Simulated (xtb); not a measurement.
xtb 6.7.1, GFN2-xTB: Mn(SH)(k2OAc) (CC1[O][Mn]([SH])<-[O]=1), charge 0, multiplicity 6, 10 atoms. The geometry is a generated start, not checked to be a minimum at this level.

```yaml
run_flags: --grad
method: GFN2-xTB
"--acc": 1 (default)
"--etemp (K)": 300 (default)
basis_functions: 40
valence_electrons: 37
```

```xyz
10

Mn     0.1971     0.7336    -1.2330
S      0.5298     2.4212    -2.6051
H     -0.6082     3.0799    -2.7691
C      0.0445    -1.0005     1.6007
C     -0.0924    -0.7384     0.1243
O     -1.1833    -0.2668    -0.3244
O      0.8642    -0.9987    -0.6614
H      0.9543    -0.5363     1.9841
H     -0.8300    -0.6212     2.1245
H      0.1241    -2.0727     1.7593
```

Charge 0 and multiplicity 6 are set for this test and not shown to be the ground state. GFN-xTB has no spin term: --uhf 5 sets the occupations alone.

One run each on 1 thread. Values of broydamp tried: 0.02, 0.05, 0.1, 0.2, 0.4 (default), 0.6, 0.8, 1.

Which value of broydamp needs the fewest SCC iterations, and what happens away from it?

Fewest SCC iterations, within one of each other: 0.2 with 17, 0.4 (default) with 17, 0.6 with 16. The count rises to 39 at 0.02. All converge to one solution.

```json
[
 {"broydamp": "0.02", "SCC iterations": "39", "end": "same solution"},
 {"broydamp": "0.05", "SCC iterations": "24", "end": "same solution"},
 {"broydamp": "0.1", "SCC iterations": "19", "end": "same solution"},
 {"broydamp": "0.2", "SCC iterations": "17", "end": "same solution"},
 {"broydamp": "0.4 (default)", "SCC iterations": "17", "end": "same solution"},
 {"broydamp": "0.6", "SCC iterations": "16", "end": "same solution"},
 {"broydamp": "0.8", "SCC iterations": "19", "end": "same solution"},
 {"broydamp": "1", "SCC iterations": "19", "end": "same solution"}
]
```
